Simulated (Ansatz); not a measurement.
# Alloy series in hypothetical rock salt PdGe

Take PdGe in the rock salt structure (space group Fm-3m, No. 225; a hypothetical phase, not in the database extracts checked) as the base.

```
PdGe
1.0
    0.00000     2.58303     2.58303
    2.58303     0.00000     2.58303
    2.58303     2.58303     0.00000
Ge Pd
1 1
Cartesian
  0.00000   0.00000   0.00000
  2.58303   2.58303   2.58303
```

The other end (x = 1) is SnPd in the rock salt structure (space group Fm-3m, No. 225; a hypothetical phase, not in the database extracts checked): 20.70 Å³/atom, gap zero; this end may not be an ambient phase.

Sn replaces a fraction x of Ge; each row is one arrangement (x, atoms in the cell, starting space group or random), fully relaxed.

Calculations: r2SCAN in Ansatz (plane waves to 500 eV, PAW, spin-orbit coupling left out).

Notes on the quantities. mixing energy: to 0.01 eV only: unlike meshes or grids; against an end that may be hypothetical.

| variant | density | mixing energy |
|---|---|---|
| base | 8.63 g/cm³ | – |
| x(Sn) = 0.25, 8 atoms, P4/mmm | 8.69 g/cm³ | +0.02 eV/atom |
| x(Sn) = 0.333, 6 atoms, Immm | 8.97 g/cm³ | -0.04 eV/atom |
| x(Sn) = 0.5, 4 atoms, R-3m | 9.27 g/cm³ | -0.09 eV/atom |
| x(Sn) = 0.667, 6 atoms, P-3m1 | 9.56 g/cm³ | -0.07 eV/atom |
| x(Sn) = 0.75, 8 atoms, I4/mmm | 8.89 g/cm³ | +0.01 eV/atom |
| x(Sn) = 0.75, 8 atoms, Cmmm | 9.08 g/cm³ | -0.04 eV/atom |

These are small ordered cells, not random alloys; other orderings at the same x differ. Stability against distortions was not tested. The final runs are not spin-polarised. Under x(Sn) = 0.333, 6 atoms, Immm, x(Sn) = 0.5, 4 atoms, R-3m and x(Sn) = 0.667, 6 atoms, P-3m1 and more the cell changed shape so far that it is another structure.

Ansatz is a first-principles code.
